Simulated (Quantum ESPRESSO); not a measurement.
Quantum ESPRESSO run on Cd (P6_3/mmc, 2 atoms in the cell): self-consistent single point.

Method of the run: PBE, SSSP 1.1.2 precision (PBE) pseudopotentials (plane waves; Quantum ESPRESSO 7.5).

The change in words: lattice scaled by 0.98. Reference geometry:
```
CELL_PARAMETERS angstrom
      1.50192    -2.60140     0.00000
      1.50192     2.60140     0.00000
      0.00000     0.00000     5.66496
ATOMIC_POSITIONS crystal
  Cd 0.33333 0.66667 0.25000
  Cd 0.66667 0.33333 0.75000
```

Reference input (self-consistent single point, DFT, PBE, plane waves, SSSP 1.1.2 precision (PBE) pseudopotentials): ecutwfc = 55 Ry; ecutrho = 440 Ry; occupations = smearing; smearing = gauss; degauss = 0.0073499 Ry; potentials = {Cd: Cd.pbe-dn-rrkjus_psl.0.3.1.UPF}; K_POINTS = automatic 13 13 6 0 0 0; conv_thr = 1e-11 Ry; mixing_beta = 0.7. This run's input differs from it in these lines:

```diff
@@ -11,3 +11,3 @@
     ibrav = 0,
-    celldm(1) = 5.6764351962,
+    celldm(1) = 5.5629072918,
     nat = 2,
@@ -34,3 +34,3 @@
    0.5000000000     0.8660254038     0.0000000000
-   0.0000000000     0.0000000000     1.8859059492
+   0.0000000000     0.0000000000     1.8859057461
```

The program printed (abridged):

```
     Self-consistent Calculation

     iteration #  1     ecut=    55.00 Ry     beta= 0.70

---- Real-time Memory Report at c_bands before calling an iterative solver
           182 MiB given to the printing process from OS
            68 MiB allocation reported by mallinfo(arena+hblkhd)
------------------

     Threshold (ethr) on eigenvalues was too large:
     Diagonalizing with lowered threshold

---- Real-time Memory Report at c_bands before calling an iterative solver
           225 MiB given to the printing process from OS
            80 MiB allocation reported by mallinfo(arena+hblkhd)
------------------

   [... lines left out ...]

---- Real-time Memory Report at c_bands before calling an iterative solver
           235 MiB given to the printing process from OS
            89 MiB allocation reported by mallinfo(arena+hblkhd)
------------------

     total energy              =    -244.49052736 Ry
     estimated scf accuracy    <          1.8E-11 Ry

     iteration # 10     ecut=    55.00 Ry     beta= 0.70

---- Real-time Memory Report at c_bands before calling an iterative solver
           235 MiB given to the printing process from OS
            89 MiB allocation reported by mallinfo(arena+hblkhd)
------------------
     End of self-consistent calculation

     the Fermi energy is    11.7912 ev

!    total energy              =    -244.49052736 Ry
     estimated scf accuracy    <          5.3E-12 Ry
     smearing contrib. (-TS)   =      -0.00016527 Ry
     internal energy E=F+TS    =    -244.49036209 Ry

     convergence has been achieved in  10 iterations

     Forces acting on atoms (cartesian axes, Ry/au):

     atom    1 type  1   force =     0.00000000    0.00000000    0.00000000
     atom    2 type  1   force =     0.00000000    0.00000000    0.00000000

     Total force =     0.000000     Total SCF correction =     0.000000

          total   stress  (Ry/bohr**3)                   (kbar)     P=       45.13
   0.00036280  -0.00000000   0.00000000           53.37       -0.00        0.00
  -0.00000000   0.00036280   0.00000000           -0.00       53.37        0.00
   0.00000000   0.00000000   0.00019467            0.00        0.00       28.64

   JOB DONE.
```

The run converged in 10 iterations. Against the reference run the free energy rises by 25.5 meV/atom and the pressure goes from 0.62 to 4.51 GPa. The full log also holds: “c_bands:  2 eigenvalues not converged”.

The starting cell has typed, rounded lattice constants, without a prior relaxation at this level. Its lattice was rescaled by a random factor within 2.5 % of one. For this run, on top of that: lattice scaled by 0.98. With a pressure of about 5 GPa the cell is away from its equilibrium volume at this level.

Cost on one core of a shared machine: roughly 30 s.
